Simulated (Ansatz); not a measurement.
The starting structures come from a database of crystals and need not be the phases stable at ambient conditions.

Consider the following.

```
Zr3N4
1.0
    6.77517     0.00000     0.00000
    0.00000     6.77517     0.00000
    3.38759    -3.38759     3.48921
Zr N
6 8
Cartesian
  1.69379   0.00000   0.87230
  5.08138   0.00000   2.61691
  3.38759   4.23448   1.74461
  6.77517   2.54069   1.74461
  9.31586   1.69379   3.48921
  7.62207  -1.69379   3.48921
  4.63991   2.13526   2.19932
  7.21664   0.44147   3.03450
  5.52285  -2.13526   2.19932
  2.94611  -0.44147   3.03450
  2.13526   2.13526   1.28989
  6.33370   0.44147   0.45471
  1.25232   4.63991   1.28989
  3.82906  -0.44147   0.45471
```

Space group of this cell: I-42d. The cell is strained (lengths along the current scaled by 1.03, ions clamped); by PBEsol its mean pressure is -12.3 GPa.

Transport runs along the normal of the first two printed cell vectors, the (001) (indices of the unstrained crystal) plane of the conventional cell.

No gap correction and no spin-orbit coupling; mid-gap values are interpolated between computed energies.

Question: Estimate the band gap and the smallest decay constant κ at mid-gap that PBEsol (Ansatz, an electronic-structure program) returns for this system.

Answer: Gap 0.56 eV on a 10×10×10 mesh; κ = 0.151 1/Å, at the zone centre.
